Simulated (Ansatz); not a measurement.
C (model structure, started from the beta-W type, Pm-3n, No. 223, 8 atoms in the cell), treated with PBEsol in Ansatz (PAW).

Settings: plane-wave cutoff 520 eV, 14×14×14 k mesh, Fermi–Dirac smearing 0.05 eV, scalar-relativistic PAW data made under PBE.

Cell (relaxed at this level):

```xyz
8
Lattice="3.8182 0.0000 0.0000 0.0000 3.8182 0.0000 0.0000 0.0000 3.8182" Properties=species:S:1:pos:R:3 pbc="T T T"
C      0.9546     0.0000     1.9091
C      2.8637     0.0000     1.9091
C      0.0000     1.9091     0.9546
C      0.0000     1.9091     2.8637
C      1.9091     0.9546     0.0000
C      1.9091     2.8637     0.0000
C      0.0000     0.0000     0.0000
C      1.9091     1.9091     1.9091
```

Question: Give the computed bulk modulus B0.

Answer: 
- bulk modulus B0 = 173 GPa

The run finds no gap.

Note: the bulk modulus is −V dP/dV from two relaxed cells at ±2 % in volume; the relaxation could raise the start's symmetry but not lower it, so the cell can be a saddle point.

A model structure was made by putting elements into a prototype or built by hand; it is no filed structure, need not be a known phase, and can be a saddle point held by its symmetry.

Ansatz is a program for electronic structure.
